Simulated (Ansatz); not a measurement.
**A computed series for W: pressure series**

Base system: W in the bcc (W type) structure (space group Im-3m, No. 229; a = 3.170 Å).

Cell and atoms are relaxed at each pressure.

Calculations: r2SCAN (Ansatz, a program for electronic structure; PAW; 500 eV plane waves; no SOC), earlier PAW set.

```csv
P (GPa),V (Å³/atom)
-2.01,16.027
-1.01,15.976
1.80,15.836
4.20,15.721
9.01,15.503
18.02,15.132
30.00,14.702
45.00,14.235
60.00,13.828
```

**Question.** Fit a third-order Birch–Murnaghan equation of state.

**Answer.** Least squares on P(V) = (3B₀/2)[(V₀/V)^(7/3) − (V₀/V)^(5/3)]·[1 + (3/4)(B₀′ − 4)((V₀/V)^(2/3) − 1)] gives V₀ = 15.92 Å³/atom, B₀ = 319 GPa and B₀′ = 4.1.

Load acts through the strain it causes; cell and atoms are relaxed under it. Stability against distortions was not tested. No other phases were tried under pressure. All final runs are without spin polarisation.
